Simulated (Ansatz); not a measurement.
The starting structures come from a database of crystals and need not be the phases stable at ambient conditions.

The decay constant κ of evanescent states in the gap governs leakage through a thin film.

Given:

```xyz
9
Lattice="6.1549 0.0000 0.0000 -1.3982 6.0155 0.0000 -2.4776 1.3056 4.0806" Properties=species:S:1:pos:R:3 pbc="T T T"
Si     3.3510     1.9442     1.8169
Si     0.0725     3.3596     2.3695
Si     0.0634     6.5410     3.8940
Si     2.9983     5.2108     3.3305
P     -0.7845     2.1516     0.7213
P      2.2827     0.7825     0.1280
P      2.1511     3.9240     1.6723
P     -1.0692     5.3036     2.3256
Ru     2.2750     7.3131     4.0703
```

The cell is taken as given.

Transport runs along the normal of the first two printed cell vectors.

No gap correction and no spin-orbit coupling; mid-gap is the computed energy nearest the middle.

State the band gap and the smallest decay constant κ at mid-gap according to r2SCAN (Ansatz, a first-principles code).

Gap 1.68 eV on a 6×6×8 mesh; κ = 0.164 1/Å, at (0.167, 0.167) of the in-plane reciprocal vectors. At the zone centre the slowest state has κ = 0.16 1/Å.
